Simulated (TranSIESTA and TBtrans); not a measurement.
System: Ge chain with one bond stretched by 2.0 Å. Leads: straight Ge chain, spacing 2.4 Å. Geometry: as built, not relaxed. Transport runs along z; the first 6 and the last 6 of the 20 atoms are the lead cells, repeated to infinity.

```xyz
20
Lattice="9.000 0.000 0.000 0.000 9.000 0.000 0.000 0.000 50.000" Properties=species:S:1:pos:R:3 pbc="F F T"
Ge     4.500     4.500     0.000
Ge     4.500     4.500     2.400
Ge     4.500     4.500     4.800
Ge     4.500     4.500     7.200
Ge     4.500     4.500     9.600
Ge     4.500     4.500    12.000
Ge     4.500     4.500    14.400
Ge     4.500     4.500    16.800
Ge     4.500     4.500    19.200
Ge     4.500     4.500    21.600
Ge     4.500     4.500    26.000
Ge     4.500     4.500    28.400
Ge     4.500     4.500    30.800
Ge     4.500     4.500    33.200
Ge     4.500     4.500    35.600
Ge     4.500     4.500    38.000
Ge     4.500     4.500    40.400
Ge     4.500     4.500    42.800
Ge     4.500     4.500    45.200
Ge     4.500     4.500    47.600
```

Run with TranSIESTA and TBtrans (open boundaries, self-consistent; PseudoDojo norm-conserving potentials, scalar-relativistic): PAO.BasisSize DZP, PAO.EnergyShift 0.15 eV, XC.Authors PBE, Mesh.Cutoff 200 Ry, ElectronicTemperature 300 K, TS.Voltage 0.0 eV, TBT.Elecs.Eta 0.001 eV, no spin polarisation.

Energies count from the leads' Fermi level. Transmissions are for one spin of a degenerate pair. The energy step is 0.01 eV; narrower resonances are cut or missed.

| E (eV) | T |
|---|---|
| -0.20 | 0.120 |
| -0.15 | 0.126 |
| -0.10 | 0.131 |
| -0.05 | 0.134 |
| 0.00 | 0.137 |
| 0.05 | 0.139 |
| 0.10 | 0.140 |
| 0.15 | 0.141 |
| 0.20 | 0.140 |

### Question
Give the zero-bias conductance in μS and the resistance at 300 K.

### Answer
At the Fermi level T = 0.137. Averaged with −∂f/∂E over the full grid (kT = 25.9 meV) it is 0.137. With G0 = 2e²/h = 77.48 μS, G = 10.6 μS and R = 1/G = 94.3 kΩ.

### Question
The eigenchannels at the Fermi level transmit 0.0876, 0.0249, 0.0249. What Fano factor of the shot noise follows at low temperature and bias?

### Answer
F = Σ τ(1 − τ)/Σ τ = 0.128/0.137 = 0.94.

The straight chain is held at its spacing; free chains may zigzag or dimerise. No spin-polarised start was tried, so a magnetic state, if there is one, is missed.
